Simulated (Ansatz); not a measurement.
Amorphous cells of 8 compositions: the gap between the highest filled and lowest empty level at the zone centre, by PBE and by a single point of HSE06 on the same geometry (PBE, scalar-relativistic without spin-orbit coupling (plane waves to 420 eV, PAW; Ansatz, a first-principles code); exact exchange cut at the cells' faces). The networks come from melt-quench runs on the CHGNet potential at compositions and starting densities chosen by hand, with anions pushed apart in the CHGNet dynamics, and DFT then relaxed them. The cells are small and were quenched far faster than real films, so single cells scatter. Defect or tail levels can set these gaps. The rows are the first to finish with both values and no moments.

```json
[
 {"cell": "A (Al28O43Ag2, 3.37 g/cm3)", "PBE gap x (eV)": "2.12", "HSE06 gap y (eV)": "3.69"},
 {"cell": "B (Zr20O45Nb2, 5.23 g/cm3)", "PBE gap x (eV)": "3.05", "HSE06 gap y (eV)": "4.49"},
 {"cell": "C (Al28O43Li2, 3.01 g/cm3)", "PBE gap x (eV)": "3.07", "HSE06 gap y (eV)": "4.76"},
 {"cell": "D (Al28O43K2, 3.04 g/cm3)", "PBE gap x (eV)": "3.15", "HSE06 gap y (eV)": "4.84"},
 {"cell": "E (Al28O43Ba, 3.26 g/cm3)", "PBE gap x (eV)": "3.33", "HSE06 gap y (eV)": "5.01"},
 {"cell": "F (Al28O43Ca, 3.02 g/cm3)", "PBE gap x (eV)": "3.45", "HSE06 gap y (eV)": "withheld"},
 {"cell": "G (Zr20O45Ta2, 5.58 g/cm3)", "PBE gap x (eV)": "3.72", "HSE06 gap y (eV)": "5.26"},
 {"cell": "H (Zr20O45P2, 4.96 g/cm3)", "PBE gap x (eV)": "3.81", "HSE06 gap y (eV)": "5.37"}
]
```

### Question
Fit a straight line through the 7 full rows and predict the withheld value for F (Al28O43Ca, 3.02 g/cm3).

### Answer
Means: x = 3.179, y = 4.774. Slope = Σ(Δx Δy) / Σ(Δx²) = 1.859 / 1.864 = 0.997; the r.m.s. residual is 0.088. Prediction: 4.774 + 0.997 × (3.45 − 3.179) = 5.04. The run gave 5.16, 0.12 above the line.
